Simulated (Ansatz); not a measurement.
Here is the system:

```xyz
2
Lattice="4.3579 0.0000 0.0000 0.0000 4.3579 0.0000 2.1790 -2.1790 3.0534" Properties=species:S:1:pos:R:3 pbc="T T T"
Ga     0.0000     0.0000     0.0000
Sb     4.3579     2.1790     1.5267
```

No spin polarisation.

Level of theory: r2SCAN in Ansatz (plane waves to 500 eV, PAW, without spin-orbit coupling). k-mesh 13×13×13 (Γ-centred); smearing 0.05 eV (Fermi–Dirac).

Predict the band gap.

0.33 eV.

Predict the valence-band top at Γ (three highest levels, from the VBM).

0.00, -0.05, -0.05 eV.

What is the computed pressure (mean of the normal stresses, compression positive)?

-0.30 GPa.

With Sb present, leaving out spin-orbit coupling can change the band edges. The cells carry an imposed strain or load. Stability against distortions was not tested. The cell was made from GaSb in the zinc blende structure (space group F-43m, No. 216) by this change: biaxial strain +0.50 %, plane normal [001], relaxed out of plane.

Ansatz is a quantum-chemistry and plane-wave program.
